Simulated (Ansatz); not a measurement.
# A computed series for Ti3Al: response to strain

Base system: Ti$_{3}$Al (space group P6_3/mmc, No. 194).

```
CELL_PARAMETERS angstrom
      5.74737     0.00000     0.00000
     -2.87369     4.97737     0.00000
      0.00000     0.00000     4.63190
ATOMIC_POSITIONS crystal
  Ti 0.82982 0.65964 0.25000
  Ti 0.17018 0.82982 0.75000
  Ti 0.34036 0.17018 0.25000
  Ti 0.17018 0.34036 0.75000
  Ti 0.82982 0.17018 0.25000
  Ti 0.65964 0.82982 0.75000
  Al 0.33333 0.66667 0.25000
  Al 0.66667 0.33333 0.75000
```

Cartesian axes are those of the cell as printed.

Strains are applied to the cell and any free atomic positions relax; under biaxial strain the out-of-plane vector relaxes too; under stress the whole cell relaxes.

Calculations: r2SCAN, PAW, 500 eV (Ansatz, a quantum-chemistry and plane-wave program; no SOC), earlier PAW set.

Candidates:
(a) biaxial strain +2.51 %, plane normal [001], relaxed out of plane
(b) isotropic strain −2.87 %
(c) biaxial strain +0.48 %, plane normal [001], relaxed out of plane
(d) uniaxial stress, 8 GPa compression along z
(e) biaxial strain +0.71 %, plane normal [001], relaxed out of plane

Notes on the quantities. energy relative to the base: free energy F.

### Question
Order them by energy relative to the base, lowest first.

### Answer
(c) biaxial strain +0.48 %, plane normal [001], relaxed out of plane (+0.6 meV/atom), (e) biaxial strain +0.71 %, plane normal [001], relaxed out of plane (+1.3 meV/atom), (a) biaxial strain +2.51 %, plane normal [001], relaxed out of plane (+15 meV/atom), (d) uniaxial stress, 8 GPa compression along z (+16 meV/atom), (b) isotropic strain −2.87 % (+50 meV/atom)

Stability under load was not tested beyond the relaxation. All final runs are without spin polarisation.
